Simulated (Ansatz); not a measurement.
Results of LDA in Ansatz (plane waves, PAW) for Bi (Pmma, No. 51, 2 atoms in the cell; start mp-1096851; another form than the element's usual one).

Numerical settings: plane-wave cutoff 520 eV, 18×18×10 k mesh (along the axes of the cell as run), Fermi–Dirac smearing 0.05 eV, scalar-relativistic PAW data made under PBE.

Cell (relaxed at this level):

```xyz
2
Lattice="3.1957 0.0000 0.0198 0.0000 3.1945 0.0000 -0.0400 0.0000 6.3871" Properties=species:S:1:pos:R:3 pbc="T T T"
Bi     1.4801     0.0000     1.6061
Bi     1.6756     0.0000     4.8008
```

Task: What does this level give for the bulk modulus B0?

Result: 
* **bulk modulus B0**: 54.1 GPa

The run finds no gap.

Note: the bulk modulus is −V dP/dV from two relaxed cells at ±2 % in volume; the relaxation could not lower the start's symmetry, so the cell can be a saddle point above a distorted one.

Spin–orbit coupling is not included; it can shift volumes and moduli of such heavy elements.

Computed values are for the static lattice.

A start named mp-… is a Materials Project structure, which need not be a measured phase.

Ansatz is an electronic-structure program.
